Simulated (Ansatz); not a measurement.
**Question.** Name crystals whose electron conductivity mass lies between 0.35 and 0.55 mₑ and whose band gap lies between 0.84 and 1.32 eV, by Ansatz (a first-principles code) with PBEsol, rigid bands.

**Answer.** Many crystals can fit; among those computed here:
- K$_{2}$PtBr$_{6}$ (Fm-3m): 0.45 mₑ, 0.98 eV
- Cs$_{2}$O (R-3m): 0.38 mₑ, 0.93 eV
- Ba2PCl (R-3m): 0.47 mₑ, 1.04 eV
- Ta₃N₅ (Cmcm): 0.42 mₑ, 1.15 eV

Masses are for dilute carriers at 300 K, harmonic means over directions unless an axis is named. Spin-orbit coupling is left out.

Formula and space group known from diffraction (Crystallography Open Database), not checked to be the room-temperature form: Ba2PCl (R-3m), Cs2O (R-3m), K2PtBr6 (Fm-3m), Ta3N5 (Cmcm). The missing spin-orbit coupling matters most for K2PtBr6 (Fm-3m), Ta3N5 (Cmcm).
